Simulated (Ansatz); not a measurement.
A periodic model of amorphous Si24O49Zn:

```xyz
74
Lattice="10.3630 0.0000 0.0000 0.0000 10.3630 0.0000 0.0000 0.0000 10.3630" Properties=species:S:1:pos:R:3 pbc="T T T"
Si     3.0435     4.1448     6.5737
Si     2.0324     6.8302     2.9991
Si     5.6313     3.3302     0.1368
Si     1.4905    10.2834     9.7623
Si     1.6882     2.1936     2.7809
Si     0.9603     7.4974     8.5145
Si     5.1717     0.3208     3.7664
Si     6.9091     8.3171     6.6304
Si     8.1139     9.9787     4.8365
Si     7.4032     4.2348     7.9924
Si     0.9429     6.0087     5.6720
Si     2.8390     9.7373     2.1906
Si     7.4338     6.5770     1.4408
Si     5.2365     0.5659     6.5811
Si     4.7776     5.5219     2.1295
Si     4.2108     3.2350     3.8702
Si     7.8029     2.0378     6.1256
Si     8.3658     6.9991     9.0924
Si     3.5218     1.9856     8.7782
Si     9.3980     1.6791     3.6704
Si    10.0507     1.8419     0.7310
Si     8.2158     3.6535     1.2958
Si     9.6295     5.6970     3.1546
Si     5.3745     5.9917     7.0644
O      8.3177     3.0683     7.2738
O      6.7582    10.3130     3.9394
O      4.4421     2.2556    10.1145
O      7.6465     7.5067     0.1272
O      1.5014     4.5595     6.2356
O      7.6495     5.1023     0.7984
O      7.9558     8.4675     5.3662
O      2.0624     6.5848     4.6132
O      4.4368     0.1107     5.2222
O      5.0499     4.5712     3.4374
O      9.0996     4.2124     2.6244
O      9.1846     3.0564     0.0593
O      1.3455     9.1125     8.6417
O      1.1037     2.4344     1.2827
O      3.7504     3.2144     5.4325
O      6.7457     2.8381     1.2542
O      5.7879     7.2517     6.1300
O      2.1073     1.2875     9.1350
O      6.4140     3.5669     9.0982
O      3.8577     5.5533     6.6589
O      3.3254     6.2256     2.2159
O      2.0700     8.4326     2.7591
O      8.3106     5.4308     8.6009
O      0.0044     0.4345    10.3330
O      6.4525     4.7986     6.7810
O      5.0421     1.9169     3.4296
O      9.9208     7.3492     9.3070
O      8.3022     2.4664     4.6045
O      8.3721     0.5106     6.2247
O      4.7910     4.6444     0.7245
O      8.4881     6.7857     2.6808
O      4.4408     9.7781     2.6000
O      0.6786     6.1136     2.4203
O      5.9115     6.6895     2.0307
O      0.7674     7.0542     6.9211
O      9.9261     5.7434     4.7822
O      2.5239     9.7934     0.5865
O      6.1213     9.6679     7.0703
O      0.5072     2.3264     3.9026
O      5.4037     6.3756     8.6473
O      2.2222     0.6767     2.9351
O      4.2450     0.9381     7.7828
O      3.1792     3.3929     8.0149
O      1.9902     6.5764     9.3365
O      6.1772     1.8752     6.2431
O      9.0214     1.6974     2.0541
O      7.7834     7.9021     7.8989
O      9.3996     0.0460     3.9390
O      2.8268     3.3085     3.0021
Zn     3.7357     6.3529     9.3040
```

Level of theory: PBE, scalar-relativistic without spin-orbit coupling (plane waves to 420 eV, PAW; Ansatz, a quantum-chemistry and plane-wave program).

A CHGNet melt-quench gave the starting glass, which DFT then relaxed. O atoms were pushed apart under 1.9 Å during the dynamics, to hinder bonds among them. The hot cell started wider than the set density and was brought back towards it in steps. It is the lowest in DFT energy of 2 quenches. It is a model cell: composition and starting density were chosen by hand, and all elements were melted together. No dispersion term was used. Its density started from a set value of 2.27 and ended at 2.27 g/cm³. The quench (nominally 400 K/ps over its main leg) was far faster than any real one, so the model tends to hold more defects than a real film. One small periodic cell is one sample of the glass; other quenches scatter about these values. The volume was held where the preparation left it, at a PBE pressure of 1.2 GPa. Stress components on the final sampling reach 2.3 GPa.

Bonds are counted up to Si-Si 2.60 Å, Si-O 1.90 Å, Si-Zn 2.56 Å, O-O 1.58 Å, O-Zn 2.26 Å, Zn-Zn 2.68 Å. Two cations that share two anions don't count as bonded, nor two that share one unless they lie closer than Si-Si 2.38 Å, Si-Zn 2.49 Å, Zn-Zn 2.61 Å.

Problem. Give the coordination numbers, mean bond lengths and angles.

Solution. 
The mean coordination of Si by anions is 4.00 (24 with 4) and the mean coordination of O is 2.00 (49 with 2). The mean coordination of Zn by anions is 2.00 (1 with 2), the mean Si-O bond is 1.637 Å (spread 0.019 Å, 96 counted) and the mean O-Zn bond comes out as 1.776 Å (spread 0.016 Å, 2 counted). The bond angle at Si is mean 109.4°, spread 4.8° and the bond angle at O is mean 133.4°, spread 13.2°.

Problem. List the pairs of like atoms that count as bonded by the rules above.

Solution. There are none by these rules.

Problem. What Bader charges do the atoms carry, from a run on the zone centre alone?

Solution. Means (range): Si +3.28 e (+3.25 to +3.29), O -1.63 e (-1.66 to -1.42), Zn +1.26 e (+1.26 to +1.26).
```csv
atom,charge (e)
Si1,+3.28
Si2,+3.29
Si3,+3.27
Si4,+3.28
Si5,+3.28
Si6,+3.27
Si7,+3.28
Si8,+3.29
Si9,+3.26
Si10,+3.29
Si11,+3.27
Si12,+3.29
Si13,+3.28
Si14,+3.29
Si15,+3.28
Si16,+3.28
Si17,+3.27
Si18,+3.29
Si19,+3.29
Si20,+3.26
Si21,+3.26
Si22,+3.25
Si23,+3.27
Si24,+3.26
O25,-1.63
O26,-1.65
O27,-1.63
O28,-1.63
O29,-1.63
O30,-1.66
O31,-1.63
O32,-1.64
O33,-1.64
O34,-1.64
O35,-1.63
O36,-1.62
O37,-1.64
O38,-1.64
O39,-1.65
O40,-1.62
O41,-1.64
O42,-1.64
O43,-1.66
O44,-1.65
O45,-1.65
O46,-1.64
O47,-1.64
O48,-1.63
O49,-1.65
O50,-1.64
O51,-1.64
O52,-1.63
O53,-1.64
O54,-1.64
O55,-1.63
O56,-1.63
O57,-1.64
O58,-1.64
O59,-1.64
O60,-1.63
O61,-1.65
O62,-1.65
O63,-1.64
O64,-1.43
O65,-1.65
O66,-1.65
O67,-1.65
O68,-1.42
O69,-1.65
O70,-1.63
O71,-1.65
O72,-1.63
O73,-1.65
Zn74,+1.26
```
